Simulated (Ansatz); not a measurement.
Start from TiB₂ (space group P6/mmm, No. 191; relaxed with 0.1 eV smearing).

```
TiB2
1.0
    3.03238     0.00000     0.00000
   -1.51619     2.62612     0.00000
    0.00000     0.00000     3.22383
Ti B
1 2
Direct
  0.00000   0.00000   0.00000
  0.66667   0.33333   0.50000
  0.33333   0.66667   0.50000
```

Method: PBE in Ansatz (plane waves to 420 eV, PAW, no spin-orbit coupling).

Base values:

The pressure is 0.0 GPa.

Now apply this change: the cell is scaled by 0.9800 in all directions; the atoms relax in the strained cell.

Problem. What does the calculation give for the pressure after the change?

Solution. The pressure (mean of the normal stresses, compression positive) goes from zero to 17.4 GPa.

Problem. Predict the new energy relative to the base.

Solution. The energy increases by 26 meV/atom.

Stability against distortions was not tested. All final runs are without spin polarisation.

Ansatz is a quantum-chemistry and plane-wave program.
